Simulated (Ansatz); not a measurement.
Consider WC (space group P-6m2, No. 187; a = 2.8837 Å, c = 2.8123 Å).

Calculations: DFT with LDA, PAW potentials and a 420 eV plane-wave cutoff in Ansatz (a quantum-chemistry and plane-wave program), spin-orbit coupling left out.

Base values:

- Lattice parameter a: 2.884 Å

It is then changed as follows: a hydrostatic pressure of 2.1 GPa.

**Question.** How does this affect the lattice parameter a?

**Answer.** The lattice parameter a falls by 0.005 Å to 2.879 Å.

Load acts through the strain it causes; cell and atoms are relaxed under it. Stability against distortions was not tested. All final runs are without spin polarisation.
